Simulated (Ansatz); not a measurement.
BAs, point defects

Base system: a 24-atom supercell of BAs in the zinc blende structure (space group F-43m, No. 216; a = 4.768 Å) at its relaxed geometry.

One neutral defect a cell, atoms relaxed at fixed cell.

Calculations: PBEsol (Ansatz, a program for electronic structure; PAW; 420 eV plane waves; no spin-orbit coupling), earlier PAW set.

| change | total moment of the cell | pressure | largest displacement of a host atom from its site in the perfect cell |
|---|---|---|---|
| perfect supercell | – | 0.0 GPa | – |
| As interstitial (started 1.95 Å from the nearest host atom), symmetric start | 0.0 μB | 11.9 GPa | 0.35 Å |
| Ru on a B site, symmetric start | 0.2 μB | 6.1 GPa | 0.20 Å |
| B interstitial (started 2.06 Å from the nearest host atom) | [?] | [?] | [?] |
| H interstitial (started 2.06 Å from the nearest host atom) | 1.0 μB | 1.2 GPa | 0.02 Å |
| B vacancy, symmetric start | 0.0 μB | -0.8 GPa | 0.05 Å |

Q: What belongs in the blanks?

A: 
- B interstitial (started 2.06 Å from the nearest host atom), total moment of the cell: 0.1 μB
- B interstitial (started 2.06 Å from the nearest host atom), pressure: 3.4 GPa
- B interstitial (started 2.06 Å from the nearest host atom), largest displacement of a host atom from its site in the perfect cell: 0.14 Å

Other magnetic orders, which the real material may have, were not ruled out. The cell is small, so the values are those of an ordered compound at a high defect concentration; dilute-limit values will differ. The mesh was chosen for an insulator and is coarse for the gapless case. Defects with a symmetric start kept the site's symmetry and may sit on a saddle; the others started slightly shaken. Starting moments died away, wholly or in part, for As interstitial (started 1.95 Å from the nearest host atom), Ru on a B site, B interstitial (started 2.06 Å from the nearest host atom) and B vacancy; another magnetic solution may exist.
